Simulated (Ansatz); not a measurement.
# LaBi in the rock salt structure (space group Fm-3m, No. 225)

```
LaBi
1.0
    0.00000     3.33114     3.33114
    3.33114     0.00000     3.33114
    3.33114     3.33114     0.00000
La Bi
1 1
Direct
  0.50000   0.50000   0.50000
  0.00000   0.00000   0.00000
```

All numbers come from Ansatz (a first-principles code) r2SCAN, spin-orbit coupling left out. Γ-centred 12×12×12 mesh, Fermi–Dirac width 0.05 eV.

- Volume per atom = 36.96 Å³
- Density = 7.81 g/cm³
- Band gap = zero
- Total energy = -9339.179 eV/atom (σ→0; compares only within this code and set-up)

Spin-orbit coupling, missing from the scalar runs, can matter with Bi. No phonon test of stability was made.
